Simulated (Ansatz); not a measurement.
## S on the 1x1 (100) surface of beta Ga2O3 (cut with top plane Ga + 2 O), one in a 1x1 cell, started at the site 'top O #2'

Host crystal: beta Ga2O3, with a band gap (PBE, scalar-relativistic without spin-orbit coupling).

These are PBE (plane waves to 420 eV, PAW; Ansatz, a first-principles code) values and carry that method's errors.

Model: 21-atom slab, 10.2 Å thick at the start under the adsorbate (thin: gaps and levels are the slab's own), 6x4x1 mesh, Fermi-Dirac 0.01 eV, dipole correction, 10 atoms held, the rest relaxed; start symmetry kept, larger cells not searched; spin-polarised, no spin-orbit, no U, no dispersion correction. The slab shows no gap over 0.04 eV on its mesh. The starting moment vanished. At the end it is bonded to O. In PBE it is, or lies within 0.03 eV of, the lowest of the starts that converged.

```json
{
 "energy of the end state, in which the adsorbate paired with a surface O atom, against ⅛ S8(g)": "2.19 eV",
 "work_function_of_the_top_face": "4.50 eV",
 "change_of_the_step_from_the_bottom_to_the_top_vacuum_level_against_the_clean_slab": "-0.35 eV",
 "energy_released_by_relaxation": "0.46 eV",
 "height of the binding atom over the mean of the host atoms within 0.3 Å of the top one": "1.779 Å",
 "largest_move_of_a_host_atom": "0.28 Å",
 "caution": "the clean host was not checked against rearrangement in a larger or rattled cell",
 "cost": "around 16 core-minutes (rough)"
}
```

A negative adsorption energy means that the adsorbate is more stable on the surface than in its reference.
